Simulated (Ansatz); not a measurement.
One base run on ZrPbO3 (Pm-3m, 5 atoms in the cell) and variants with one or two settings moved

```xyz
5
Lattice="4.1504 0.0000 0.0000 0.0000 4.1504 0.0000 0.0000 0.0000 4.1504" Properties=species:S:1:pos:R:3 pbc="T T T"
Zr     0.0000     0.0000     0.0000
Pb     2.0752     2.0752     2.0752
O      2.0752     0.0000     0.0000
O      0.0000     2.0752     0.0000
O      0.0000     0.0000     2.0752
```

Base run A: Ansatz (a quantum-chemistry and plane-wave program) with HSE06, default PAW files made with PBE, self-consistent single point.

Its settings: basis.ecutwfc = 420 eV; kpoints.mp_grid.grid = 4 4 4; hamiltonian.xc = hse06; hamiltonian.pseudopotentials = {kind: paw} (the program's default PAW files); scf.occupations.method = fixed.

The starting cell comes from a database of computed structures (which also holds hypothetical and non-ambient phases and stackings), without a prior relaxation at this level. Its lattice was rescaled by a random factor within 2.5 % of one. Spin-orbit coupling is off. Ansatz's pressure includes its estimate of the finite-basis (Pulay) stress.

ΔF is the free energy per atom less that of run A. A dash stands where there is no value to compare (another energy zero or no entropy term, no result, no spin, no clean gap, or a mesh too coarse for one). Absolute energies have different zeros for different potentials, functionals, Hubbard and dispersion terms and are not compared across them.

Runs D sample the zone with one or two k-points, far too few for so small a cell.

```json
[
 {"run": "A", "change": "base", "ΔF (meV/atom)": "0.00", "pressure (GPa)": "-0.13", "gap on the mesh (eV)": "3.483", "k-points": "10"},
 {"run": "B", "change": "hamiltonian.xc: hse06 → pbesol [PBEsol]", "ΔF (meV/atom)": "–", "pressure (GPa)": "-1.05", "gap on the mesh (eV)": "2.311", "k-points": "10"},
 {"run": "C", "change": "hamiltonian.xc: hse06 → pbe0 [PBE0]", "ΔF (meV/atom)": "–", "pressure (GPa)": "-0.16", "gap on the mesh (eV)": "4.153", "k-points": "10"},
 {"run": "D", "change": "kpoints.mp_grid.grid: 4 4 4 → 1 1 1; kpoints.mp_grid.shift: default → 0.5 0.5 0.5", "ΔF (meV/atom)": "-2153.7", "pressure (GPa)": "-25.93", "gap on the mesh (eV)": "–", "k-points": "1"},
 {"run": "E", "change": "scf.convergence.dr2_threshold: default (1e-07 eV) → 1e-10 eV", "ΔF (meV/atom)": "0.00", "pressure (GPa)": "-0.13", "gap on the mesh (eV)": "3.483", "k-points": "10"},
 {"run": "F", "change": "scf.mixing.algorithm: default (the program chose MSR1) → anderson; scf.mixing.beta: default → 0.7", "ΔF (meV/atom)": "0.00", "pressure (GPa)": "-0.13", "gap on the mesh (eV)": "3.483", "k-points": "10"}
]
```

Run C against A: The pressure hardly changes (-0.13 to -0.16 GPa) and the gap on the mesh goes from 3.483 to 4.153 eV.

Run D against A: The free energy drops by 2.15 eV/atom and the pressure goes from -0.13 to -25.93 GPa.

Keys are those of Ansatz 0.2.
